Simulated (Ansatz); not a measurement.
The starting structures come from a database of crystals and need not be the phases stable at ambient conditions.

By PBEsol, the system below comes out a metal.

Consider the following.

```
YB12
1.0
    5.29729     0.00000     0.00000
    0.00000     7.49150     0.00000
    2.64865     3.74575     2.64865
Y B
1 12
Direct
  0.00000   0.00000   0.00000
  0.00000   0.83788   0.66212
  0.00000   0.16212   0.33788
  0.33788   0.83788   0.66212
  0.66212   0.16212   0.33788
  0.00000   0.50000   0.33788
  0.00000   0.50000   0.66212
  0.66212   0.50000   0.33788
  0.33788   0.50000   0.66212
  0.33788   0.83788   0.32424
  0.66212   0.16212   0.67576
  0.66212   0.50000   0.00000
  0.33788   0.50000   0.00000
```

Space group of this cell: Fm-3m. The cell is taken as given; by PBEsol its mean pressure is -3.0 GPa.

The current flows along the normal of the first two printed cell vectors, the (110) plane of the conventional cell. No spin-orbit coupling; the value is a mean over 0.1 eV about the Fermi level.

Q: Predict the ballistic conductance per area from PBEsol run with Ansatz (an electronic-structure program).

A: 0.42 × 10¹⁵ S/m² for both spins.
